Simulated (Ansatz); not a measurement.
Consider InSb in the zinc blende structure (space group F-43m, No. 216; a = 6.5189 Å). Axes: x, y, z lie along the cube axes.

Method: Kohn–Sham DFT with the PBEsol functional, run in Ansatz (an electronic-structure program) with PAW and 420 eV plane waves, without spin-orbit coupling.

Before the change:

```
Quantity            Value
---------------  --------
Volume per atom  34.63 Å³
Pressure          0.0 GPa
```

Now apply this change: tensile biaxial strain of 3.00 % in the plane normal to [001], as in epitaxy on a mismatched substrate; the out-of-plane cell vector and the atoms relax.

**Question.** Predict the new energy relative to the base, volume per atom and pressure.

**Answer.** The energy goes up by 11 meV/atom; the volume per atom rises by 0.87 Å³, from 34.63 Å³ to 35.50 Å³; the pressure (mean of the normal stresses, compression positive) goes from zero to -1.0 GPa.

Stability against distortions was not tested. All final runs are without spin polarisation.
